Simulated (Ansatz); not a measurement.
Worked example: relaxation of cell and atoms of CaI2 (P-3m1, 3 atoms in the cell) in Ansatz (an electronic-structure program).

Computed with PBEsol, default PAW files made with PBE (plane waves; Ansatz).

The change in words: atoms on their sites; basis.ecutwfc: 420 eV → 630 eV; relax: default → cell and atoms. Reference geometry:
```
CaI2
1.0
    4.55161     0.00000     0.00000
   -2.27581     3.94181     0.00000
    0.00000     0.00000     7.24588
Ca I
1 2
Direct
  0.00000   0.00000   0.00690
  0.33333   0.66667   0.24430
  0.66667   0.33333   0.75570
```

Reference input (self-consistent single point, DFT, PBEsol, plane waves, default PAW files made with PBE): basis.ecutwfc = 420 eV; kpoints.mp_grid.grid = 6 6 4; hamiltonian.xc = pbesol; hamiltonian.pseudopotentials = {kind: paw} (the program's default PAW files); scf.occupations.method = fixed. This run's input differs from it in these lines:

Ansatz 0.2 input:
```diff
@@ -7,3 +7,3 @@
   atoms:
-    - { symbol: Ca, position: [0.00000000, 0.00000000, 0.00690000] }
+    - { symbol: Ca, position: [0.00000000, 0.00000000, 0.00000000] }
     - { symbol: I, position: [0.33333300, 0.66666700, 0.24430000] }
@@ -11,3 +11,3 @@
 basis:
-  ecutwfc: 420.0
+  ecutwfc: 630.0
 kpoints:
@@ -22,2 +22,4 @@
     method: fixed
+relax:
+  cell: {}
 output:
```

Output, abridged:

```
   [... SCF lines of the steps left out ...]
relax step   1: F+E_penalty+E_count = -16663.16547681 eV  Δ(F+E_penalty+E_count) = +0.000e0 eV  max|allowed force component| = 2.036e-1 eV/Å  Δτ_max = 0.0000 Å  P = -1.228 GPa  Ω = 130.003 Å³  (6 SCF iters, dr2 threshold 1.00e-7 eV, accepted)
relax step   2: F+E_penalty+E_count = -16663.19179691 eV  Δ(F+E_penalty+E_count) = -2.632e-2 eV  max|allowed force component| = 4.676e-3 eV/Å  Δτ_max = 0.0273 Å  P = -0.323 GPa  Ω = 126.080 Å³  energy of the carried Pulay correction = +2.377e-5 eV  [...]
   [... lines left out ...]
relax step   6: F+E_penalty+E_count = -16663.19745158 eV  Δ(F+E_penalty+E_count) = -5.002e-5 eV  max|allowed force component| = 1.952e-4 eV/Å  Δτ_max = 0.0077 Å  P = +0.002 GPa  Ω = 120.750 Å³  energy of the carried Pulay correction = +5.726e-5 eV  [...]
relax step   7: F+E_penalty+E_count = -16663.19740707 eV  Δ(F+E_penalty+E_count) = +4.452e-5 eV  max|allowed force component| = 1.868e-4 eV/Å  Δτ_max = 0.0000 Å  P = +0.002 GPa  Ω = 120.750 Å³  stress off target by 2.80e-3 GPa  SCF on the basis [...]
basis re-selected at this cell: Δ(F+E_penalty+E_count) = +4.452e-5 eV, ΔP = -0.000 GPa vs the last step
the relaxation is at rest under the 12 symmetry operations that the run kept from its start: a minimum is not shown …
Stability not checked: this state was not tested for a lower state beside it, because too few of the mixer's solves of this state at the end of the SCF gave a …
Free energy (F): -16663.197407 eV
Internal energy: -16663.197407 eV  (E = F + TS)
   [... lines left out ...]
Fermi energy:    4.049902 eV
  cell:  # Å, volume = 120.7498 Å³
   [... lines left out ...]
    - [-2.217302680369452, 3.8404814606667874, -1.0865470072626187e-17]
    - [2.362831886345388e-17, -6.331192170290066e-18, 7.089992171768807]
  atoms:
    - { symbol: Ca, position: [8.764161243616221e-35, -1.3181742996218913e-34, -3.9901381092544847e-19] }
    - { symbol: I, position: [0.33333333333333337, 0.6666666666666665, 0.24838769191175464] }
    - { symbol: I, position: [0.6666666666666669, 0.33333333333333337, 0.7516123080882451] }
```

The run converged. 

Summary of the result:
- Free energy E − TS (on the zero of these files): -16663.1974 eV
- Top of the valence band (on the code's own zero): 4.05 eV
- Gap on the k-point mesh: 3.49 eV
- Pressure: 0.00 GPa
- Final cell: a = b = 4.4346 Å, c = 7.0900 Å, α = β = 90.00°, γ = 120.00°
- Final volume per atom: 40.25 Å³
- Relaxation steps: 7

The starting cell comes from a database of computed structures (which also holds hypothetical and non-ambient phases and stackings), without a prior relaxation at this level. Its lattice was rescaled by up to half a per cent. Spin-orbit coupling is off. The relaxation keeps the symmetry of its start, so its end need not be a minimum. Ansatz's pressure includes its estimate of the finite-basis (Pulay) stress.

Cost on one core of a shared machine: roughly 30 s.
